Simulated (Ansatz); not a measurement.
# Pressure series in BeS

The reference is BeS in the zinc blende structure (space group F-43m, No. 216; a = 4.838 Å).

Cell and atoms are relaxed at each pressure.

The values are results of Ansatz (a quantum-chemistry and plane-wave program), PBEsol, PAW, cutoff 420 eV, no spin-orbit coupling, not measurements.

```tsv
case	volume per atom	band gap	width of the top valence band	smallest direct gap
base	14.16 Å³	2.91 eV	3.44 eV	5.54 eV
pressure −2 GPa	14.46 Å³	2.96 eV	3.34 eV	5.50 eV
pressure −1 GPa	14.30 Å³	2.93 eV	3.39 eV	5.53 eV
pressure 0.9 GPa	14.03 Å³	2.89 eV	3.49 eV	5.55 eV
pressure 2.1 GPa	13.86 Å³	2.86 eV	3.54 eV	5.55 eV
pressure 4.5 GPa	13.56 Å³	2.81 eV	3.65 eV	5.55 eV
pressure 9 GPa	13.07 Å³	2.71 eV	3.85 eV	5.52 eV
pressure 15 GPa	12.52 Å³	2.59 eV	4.09 eV	5.48 eV
pressure 22.5 GPa	11.96 Å³	2.46 eV	4.36 eV	5.42 eV
pressure 30 GPa	11.49 Å³	2.33 eV	4.61 eV	5.37 eV
```

Load acts through the strain it causes; cell and atoms are relaxed under it. Whether these cells are dynamically stable was not tested. No other phases were tried under pressure.
